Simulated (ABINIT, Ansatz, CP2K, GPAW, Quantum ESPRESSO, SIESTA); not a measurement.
One structure in several programs: Cs (Im-3m, 1 atom in the cell)

Self-consistent single point.

```
Cs
1.0
   -3.15975     3.15975     3.15975
    3.15975    -3.15975     3.15975
    3.15975     3.15975    -3.15975
Cs
1
Direct
  0.00000   0.00000   0.00000
```

All programs got the same cell, k-point mesh and kind of occupations (in Ansatz's words: kpoints.mp_grid.grid = 6 6 6; scf.occupations.method = fermi_dirac; scf.occupations.width = 0.05 eV); potentials, basis and cutoffs are each program's usual ones.

```
code                                                                                                                                model  pressure (GPa)  k-points       cutoff
----------------  -----------------------------------------------------------------------------------------------------------------------  --------------  --------  -----------
ABINIT                                                           PBE, norm-conserving pseudopotentials (PseudoDojo nc-sr-05 PBE standard)           -0.12        16        25 Ha
Quantum ESPRESSO                                                                          PBE, PSlibrary ultrasoft (PBE) pseudopotentials           -0.13        16        40 Ry
GPAW                                                                                         PBE, GPAW PAW datasets PBE (gpaw-data 1.0.1)           -0.12        16       550 eV
SIESTA            GGA PBE, numerical atomic orbitals DZP, PseudoDojo PBE standard norm-conserving potentials (rewritten from UPF to PSML)            0.03       132  grid 300 Ry
Ansatz                                                                                                             PBE, default PAW files           -0.12        16      default
CP2K                                                              PBE, GPW, DZVP-MOLOPT-SR-GTH basis, GTH-PBE potentials (GTH_POTENTIALS)           -0.04       112  grid 500 Ry
```

The spread over the programs that give each value: pressure within 0.16 GPa.

The starting cell comes from a database of computed structures (which also holds hypothetical and non-ambient phases and stackings), without a prior relaxation at this level. Its lattice was rescaled by a random factor within 2.5 % of one.

**Question.** Why do the programs differ, and what cannot be compared?

**Answer.** Differences of this kind can come from the potentials, where these differ, and from what each basis and cutoff leave unconverged. The zero of total energies and Fermi levels follows the potentials and each program's conventions, so they are not compared here. SIESTA and CP2K use small atom-centred bases, whose incompleteness enters pressures, forces and empty levels differently from a plane-wave cutoff. Ansatz's pressure is given at a fixed set of plane waves, as the other plane-wave codes print theirs. The programs reduce the same mesh by symmetry to different extents, which changes the work and not the result.

Left out of this page: Elk and FLEUR (not drawn, or without a comparable value).

Ansatz is an electronic-structure program.

Keys are those of Ansatz 0.2.
